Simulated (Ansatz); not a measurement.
**A self-consistent single point of IrPd3 (Pm-3n, 8 atoms in the cell) with Ansatz (an electronic-structure program)**

Method: revPBE, default PAW files made with PBE (plane waves; Ansatz).

This input was run:

Ansatz 0.2 input:
```yaml
crystal:
  lattice:
    - [4.789538, 0.000000, 0.000000]
    - [0.000000, 4.789538, 0.000000]
    - [0.000000, 0.000000, 4.789538]
  atoms:
    - { symbol: Pd, position_ang: [1.197385, 0.000000, 2.394769] }
    - { symbol: Pd, position_ang: [3.592154, 0.000000, 2.394769] }
    - { symbol: Pd, position_ang: [0.000000, 2.394769, 1.197385] }
    - { symbol: Pd, position_ang: [0.000000, 2.394769, 3.592154] }
    - { symbol: Pd, position_ang: [2.394769, 1.197385, 0.000000] }
    - { symbol: Pd, position_ang: [2.394769, 3.592154, 0.000000] }
    - { symbol: Ir, position_ang: [0.000000, 0.000000, 0.000000] }
    - { symbol: Ir, position_ang: [2.394769, 2.394769, 2.394769] }
basis:
  ecutwfc: 420.0
kpoints:
  mp_grid:
    grid: [9, 9, 9]
hamiltonian:
  xc: revpbe
  pseudopotentials:
    kind: paw
scf:
  occupations:
    method: methfessel_paxton
    width: 0.2
output:
  forces: true
  eigenvalues: true
  stress: true
```

Log, with long lists cut:

```
WARN ansatz: RAYON_NUM_THREADS=1 ignored (pool sized by the plan → 1); use --threads N
Pseudopotentials: kind: paw
Pseudopotential: Pd, paw, valence charge 18
Pseudopotential: Ir, paw, valence charge 17
Crystal: 8 atoms, lattice volume = 109.870 Å³
Basis set: ecut = 420 eV, 2109 PW (Γ), exchange–correlation on 72×72×72 points (8 copies of the dense FFT grid, shifted against one another)
Bands: 86, of which v1, the nominal top of the filled ones, is band 71 counted from 1 (70 counted from 0)
Symmetry: 48 space group operations
Space group: Pm-3n (ITA 223), of the structure as read, at distance tolerance 4.8e-5 Å
k-points: 35 of 729
PAW frozen core: Pd, regenerated for the run's functional, and the local potential with it
PAW frozen core: Ir, regenerated for the run's functional, and the local potential with it
Initial density: superposition of atomic densities (neutral atoms: chi_scale 0, normalization atom), corrected by the library's trained network
Initial wavefunctions: pseudopotential atomic-orbital guess
Eigensolver: davidson
Functional: x = revpbe(κ = 1.245, μ = 0.2195149727645171), c = pbe(β = 0.06672455060314922)
SCF iter   1: F=—  HF=-65755.914858 eV  |F-HF|=—  |Δ(HF+E_count)|=         —  Δρ=8.62e-3  dr2=5.23e-2  ethr=1.77e-3  ⟨swp⟩=5.1  Hψ=10608  notcnv=0  defer=69
all-band conjugate gradients solve this SCF's bands
preconditioner: auto → Kerker (q_TF=auto, 2.847 Å⁻¹)
SCF iter   2: F=—  HF=-65755.907086 eV  |F-HF|=—  |Δ(HF+E_count)|=   7.77e-3  S|Δr|=    0.00e0  Δρ=4.24e-3  dr2=1.22e-2  ethr=3.68e-5  ⟨swp⟩=1.0  Hψ=3465  notcnv=0  defer=68
SCF iter   3: F=—  HF=-65755.905392 eV  |F-HF|=—  |Δ(HF+E_count)|=   1.69e-3  S|Δr|=    0.00e0  Δρ=6.26e-4  dr2=2.67e-4  ethr=8.60e-6  ⟨swp⟩=2.0  Hψ=4110  notcnv=0  defer=68
SCF iter   4: F=—  HF=-65755.905410 eV  |F-HF|=—  |Δ(HF+E_count)|=   1.76e-5  S|Δr|=    0.00e0  Δρ=1.35e-4  dr2=8.40e-6  ethr=1.88e-7  ⟨swp⟩=2.0  Hψ=4088  notcnv=0  defer=68
SCF iter   5: F=—  HF=-65755.905375 eV  |F-HF|=—  |Δ(HF+E_count)|=   3.45e-5  S|Δr|=    0.00e0  Δρ=2.42e-5  dr2=4.37e-7  ethr=5.91e-9  ⟨swp⟩=2.8  Hψ=5130  notcnv=0  defer=68
SCF iter   6: F=-65755.905376 eV  HF=-65755.905376 eV  |F-HF|=5.89e-9  |Δ(HF+E_count)|=   1.26e-7  S|Δr|=    0.00e0  Δρ=4.34e-6  dr2=1.93e-8  ethr=7.04e-11  ⟨swp⟩=8.9  Hψ=11340  notcnv=0
SCF 1 converged in 6 iterations: F = -65755.905376 eV  dr2 = 1.93e-8
SCF converged after 6 iterations
Stability not checked (fill_not_monotonic)
Free energy (F): -65755.905376 eV
Harris-Foulkes:  -65755.905376 eV  (|F-HF|=5.89e-9)
Internal energy: -65755.875257 eV  (E = F + TS)
E sigma→0 (E₀):  -65755.897846 eV
Entropy (-TS):   -0.030118 eV (-3.765 meV/atom)
Fermi energy:    23.235110 eV
--- Per-component energies (eV) ---
  E_band       = -754.306122
  E_kinetic    = 4352.261744
  E_local      = -12068.208779  (includes V_loc(G=0)·N_el)
  E_nonlocal   = 1445.071969
  E_hartree    = 4918.822546
  E_xc         = -1557.803762
  E_vxc        = -1881.634716  (∫ρ·V_xc dr)
  E_paw        = -41001.575985  (= ΣΔE_a)
  E_vpaw       = -2439.434268  (= ΣTr[D̂ρ^β])
  E_aug_tail   = 0.001357  (compensation charges beyond the density's cutoff)
  E_ewald      = -21843.928987
  E_core_change = -0.515360  (= ΣΔE_core)
  E_smearing   = -0.030118  (= −TS)
  E_closure    = -0.000000  (closes the sum)
  Σ components = -65755.905376   (vs F -65755.905376, Δ=0.00e0)
--- Forces (eV/Å), atoms counted from 1 ---
  atom   1  Pd    -0.00000000    -0.00000000     0.00000000
   [... zero for the other atoms too ...]
  max |Σ_I F_I| component: 2.31e-17 eV/Å
--- Stress (GPa, compression-positive) ---
       35.452341      -0.000000       0.000000
       -0.000000      35.452341      -0.000000
        0.000000       0.000000      35.452341
  P = ⅓ Tr σ = 35.4523 GPa (354.523 kbar)
  The stress holds the Pulay correction. Without it, at fixed plane waves, as pw.x and ABINIT print it: P = 35.3407 GPa
--- Band table (eV; the first three rows and the last of 35) ---
  k-point 0: bands = ["-68.8220", "-68.8218", "-61.5531", "-61.5307", "-61.5307", "-61.4307", "-61.4307", "-61.4307", "-27.8450", "-27.8450", "-27.7871", "-27.3137", "-27.3137", "-27.3137", "-27.1640", "-27.1640", "-27.1640", "-27.1362", "-27.1362", [...]
  k-point 1: bands = ["-68.8220", "-68.8218", "-61.5517", "-61.5312", "-61.5285", "-61.4339", "-61.4307", "-61.4307", "-27.8449", "-27.8315", "-27.7772", "-27.3122", "-27.3122", "-27.3063", "-27.1708", "-27.1708", "-27.1650", "-27.1350", "-27.1298", [...]
  k-point 2: bands = ["-68.8220", "-68.8218", "-61.5483", "-61.5326", "-61.5213", "-61.4432", "-61.4307", "-61.4307", "-27.8441", "-27.8208", "-27.7201", "-27.3084", "-27.3084", "-27.2856", "-27.1815", "-27.1815", "-27.1695", "-27.1316", "-27.1205", [...]
  k-point 34: bands = ["-68.8218", "-68.8218", "-61.4957", "-61.4934", "-61.4934", "-61.4759", "-61.4759", "-61.4743", "-27.4899", "-27.4899", "-27.4853", "-27.3397", "-27.3388", "-27.3388", "-27.2457", "-27.2450", "-27.1775", "-27.1775", [...]
```

The run converged in 6 iterations.

The starting cell was generated: these elements placed on a structure prototype, without a prior relaxation; it need not be a known phase or ordering of this composition. Spin-orbit coupling is off. Spin polarisation is off. With a pressure of about 35 GPa the cell is away from its equilibrium volume at this level. Ansatz's pressure includes its estimate of the finite-basis (Pulay) stress.
